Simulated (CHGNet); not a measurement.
**Cubic perovskite SrVO₃**

All values below come from the machine-learned potential CHGNet 0.3.0 (trained on PBE and PBE+U data).

Cell: relaxed at this level.

```json
{
 "lattice_constant_a": "3.906 Å",
 "volume_per_atom": "11.92 Å³/atom"
}
```

Measured, for comparison: lattice constant a 3.842 Å, equilibrium volume per atom 11.34 Å³/atom (temperature not stated, not corrected to a static lattice; as tabulated in Marks et al. (2021), arXiv:2103.05797). Computed (rounded) less measured: lattice constant a +1.7 %, equilibrium volume per atom +5.1 %.

A machine-learned potential is trained on density-functional data: it inherits that level's misses and adds fitting errors of its own.

Note: the model gives imaginary modes for this phase (in the spectrum interpolated from a supercell); this model's volume lies 5 % above that of the starting cell (a measured, published or database cell).
